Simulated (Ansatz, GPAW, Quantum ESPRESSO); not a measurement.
## One structure in several programs: Zr3Au (Pm-3n, 8 atoms in the cell)

Self-consistent single point.

```
Zr3Au
1.0
    5.54605     0.00000     0.00000
    0.00000     5.54605     0.00000
    0.00000     0.00000     5.54605
Zr Au
6 2
Direct
  0.50000   0.25000   0.00000
  0.50000   0.75000   0.00000
  0.25000   0.00000   0.50000
  0.75000   0.00000   0.50000
  0.00000   0.50000   0.25000
  0.00000   0.50000   0.75000
  0.50000   0.50000   0.50000
  0.00000   0.00000   0.00000
```

Shared settings, as Ansatz (a quantum-chemistry and plane-wave program) writes them: kpoints.mp_grid.grid = 7 7 7; scf.occupations.method = fermi_dirac; scf.occupations.width = 0.1 eV. Potentials and cutoffs stand in the table.

```csv
code,model,pressure (GPa),cutoff
GPAW,"PBEsol, GPAW PAW datasets PBEsol (made by gpaw-setup)",-6.25,600 eV
Ansatz,"PBEsol, PAW files made with PBE",-6.05,default
Quantum ESPRESSO,"PBEsol, GBRV 1.5 ultrasoft (PBESOL) pseudopotentials",-6.15,40 Ry
```

On Ansatz's run: spin-orbit coupling is off.

The spread over the programs that give each value: pressure within 0.20 GPa.

Ansatz's pressure is given at a fixed set of plane waves, as the other plane-wave codes print theirs.

On the base mesh (5 5 5) the same programs gave: Ansatz pressure -6.18 GPa; Quantum ESPRESSO pressure -6.28 GPa; GPAW pressure -6.37 GPa.

The starting cell comes from a database of computed structures (which also holds hypothetical and non-ambient phases and stackings), without a prior relaxation at this level. Its lattice was rescaled by a random factor within 2.5 % of one.

Keys are those of Ansatz 0.2.
